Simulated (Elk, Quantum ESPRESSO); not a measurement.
One structure in several programs: DySnAu (P6_3mc, 6 atoms in the cell)

Self-consistent single point.

```
CELL_PARAMETERS angstrom
      4.62349     0.00000     0.00000
     -2.31175     4.00406     0.00000
      0.00000     0.00000     7.38737
ATOMIC_POSITIONS crystal
  Dy 0.00000 0.00000 0.74725
  Dy 0.00000 0.00000 0.24725
  Sn 0.33333 0.66667 0.47311
  Sn 0.66667 0.33333 0.97311
  Au 0.66667 0.33333 0.57814
  Au 0.33333 0.66667 0.07814
```
Moments meant for the start (each program seeds them in its own way; μB, in the order of the atoms Dy Dy Sn Sn Au Au): 5.0 5.0 0.0 0.0 0.0 0.0.

All programs got the same cell, k-point mesh and kind of occupations, and the same starting moments (in Elk's words: spinpol = true; swidth = 0.00367493 Ha); potentials, basis and cutoffs are each program's usual ones.

| code | model | size of the net moment (μB/atom) | k-points | cutoff |
|---|---|---|---|---|
| Elk | PBEsol, all-electron FP-LAPW, Elk's shipped species files, LAPW+lo basis | 1.60 | 12 | rgkmax 8 |
| Quantum ESPRESSO | PBEsol, SSSP 1.1.2 efficiency (PBE) pseudopotentials | 1.61 | 8 | 60 Ry |

The spread over the programs that give each value: size of the net moment within 0.01 μB/atom.

The starting cell comes from a database of computed structures (which also holds hypothetical and non-ambient phases and stackings), without a prior relaxation at this level. Its lattice was rescaled by a random factor within 2.5 % of one. On Elk's run: Spin-orbit coupling is off. The magnetic order is the one reached from the typed start; others were not searched systematically. With U or open f shells several self-consistent states can exist. The f electrons are in the valence without U or exact exchange, which can misplace them near the Fermi level. Spin-orbit terms, which matter for f shells, are left out. Values depend on the basis (sphere radii, cutoffs, local orbitals), which need not be converged. Without a gap this mesh is coarse (it stands for a supercell whose shortest vector is 18 Å).

### Question
Why do the programs differ, and what cannot be compared?

### Answer
Differences of this kind can come from the potentials, where these differ, and from what each basis and cutoff leave unconverged. The zero of total energies and Fermi levels follows the potentials and each program's conventions, so they are not compared here. Elk treats all electrons, but the usual bases taken here (sphere radii, linearisation, local orbitals, empty states) were not tested for convergence, so the values are no reference for the others. Site moments depend on each program's spheres or projections; the total moment of the cell does not. The programs reduce the same mesh by symmetry to different extents, which changes the work and not the result.

The shared mesh is coarse (it stands for a supercell whose shortest vector is 18 Å), so the values are not converged in it.

Left out of this page: Ansatz (unsound by tests on forces, stress, charge or solver warnings); FLEUR (with a known weakness of the program).
